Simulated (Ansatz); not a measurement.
Functionals compared on the (110) surface of fcc Pd in its 1x1 cell, outermost plane spacing 1.39 Å in the ideal cut, in Ansatz (plane waves, PAW). The structure was relaxed with PBE; the other rows are single points on it, each with its references at the same level. Cutoff 420 eV (500 eV for r2SCAN).

Model: 8-atom slab, 9.8 Å thick at the start (thin: gaps and levels are the slab's own), 13x10x1 mesh, Fermi-Dirac 0.1 eV, dipole correction, all atoms relaxed; start symmetry kept, larger cells not searched; no spin, no spin-orbit, no U. These notes are the PBE run's.

```csv
functional,surface energy (J/m²),work function of the top face (eV),rough cost of the single point
PBE,1.60,4.75,–
LDA,?,?,about 30 core-seconds (a rough figure)
PBEsol,1.98,4.86,about 30 core-seconds (a rough figure)
RPBE,1.33,4.57,roughly 30 core-seconds
r2SCAN,1.80,4.73,roughly 110 core-seconds
```

### Question
Some entries are withheld; supply them.

### Answer

- LDA, surface energy (J/m²): 2.19
- LDA, work function of the top face (eV): 5.15

Ansatz is a quantum-chemistry and plane-wave program.
